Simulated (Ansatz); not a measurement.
Take BaTiO3 in the cubic perovskite structure (space group Pm-3m, No. 221; a = 3.970 Å) as the base.

Level of theory: DFT with PBEsol, PAW potentials and a 420 eV plane-wave cutoff in Ansatz (an electronic-structure program), scalar-relativistic without spin-orbit coupling.

One change was made to it. Results:

| quantity | base | after |
|---|---|---|
| lattice parameter a | 7.502 bohr | 7.297 bohr |
| band gap | 1.82 eV | 1.94 eV |
| width of the top valence band | 0.98 eV | 1.05 eV |

What was done to the base?
A) pressure 9 GPa
B) pressure 18 GPa
C) pressure −2 GPa

B, pressure 18 GPa. For comparison, the lattice parameter a in the other runs: pressure 9 GPa gives 7.390 bohr; pressure −2 GPa gives 7.530 bohr.

Load acts through the strain it causes; cell and atoms are relaxed under it. Stability against distortions was not tested. Competing high-pressure phases were not computed. All final runs are without spin polarisation. Many cubic perovskites are stable only at high temperature; tilts and polar distortions were not tested. This is not the structure that BaTiO3 has at room temperature and ambient pressure.
